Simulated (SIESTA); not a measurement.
Band structure of NaF (Fm-3m, 2 atoms in the cell).

```
CELL_PARAMETERS angstrom
      0.00000     2.31500     2.31500
      2.31500     0.00000     2.31500
      2.31500     2.31500     0.00000
ATOMIC_POSITIONS crystal
  Na 0.00000 0.00000 0.00000
  F  0.50000 0.50000 0.50000
```

Method: GGA PBE, numerical atomic orbitals DZP, PseudoDojo PBE standard norm-conserving potentials (rewritten from UPF to PSML) (SIESTA).

Settings: XC.functional = GGA; XC.authors = PBE; potentials = PseudoDojo PBE standard; PAO.BasisSize = DZP; PAO.EnergyShift = 0.01 Ry; MeshCutoff = 300 Ry; kgrid.MonkhorstPack = 6 6 6; OccupationFunction = FD; ElectronicTemperature = 580.23 K; MaxSCFIterations = 150; SCF.Mixer.Method = Pulay; SCF.Mixer.Weight = 0.2; SCF.Mixer.History = 6; SCF.DM.Tolerance = 1.0E-04.

The starting cell has typed, rounded lattice constants, without a prior relaxation at this level. Values carry the incompleteness of an atom-centred basis.

Predict the gap along the standard path and the places of the band edges.

The gap along the path is 6.17 eV, direct at Γ to within 0.01 eV.

Levels in eV from the top of the valence band on the path, bands 5 to 9:
```tsv
point	5	6	7	8	9
Γ	-19.09	0.00	0.00	0.00	6.17
X	-18.82	-1.33	-0.37	-0.37	13.16
W	-18.57	-0.91	-0.91	-0.59	13.58
K	-18.58	-1.10	-0.84	-0.30	13.39
L	-18.32	-1.65	-0.20	-0.20	11.04
U	-18.58	-1.10	-0.84	-0.30	13.39
```

Higher empty bands are left out: an atom-centred basis made for the valence describes them poorly.
